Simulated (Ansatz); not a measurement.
Start from Ga2O3 (space group C2/m, No. 12; a = 12.278 Å, b = 3.047 Å, c = 5.810 Å, α = γ = 90.00°, β = 103.72°).

Level of theory: PBEsol, PAW, 420 eV (Ansatz, a quantum-chemistry and plane-wave program; no spin-orbit coupling).

| level | band gap |
|---|---|
| PBEsol | 2.22 eV |

Measured: band gap 4.85 eV (room temperature; as listed in Kelsey A. Mengle et al., Applied Physics Letters (2016)).

Computed minus measured — band gap: PBEsol -2.63 eV. Measured values not marked as corrected hold thermal and zero-point effects that the static-lattice runs lack. A measured gap can be an optical one, lowered by exciton binding. Levels without spin-orbit coupling miss its effect on the gap.

Whether these cells are dynamically stable was not tested.
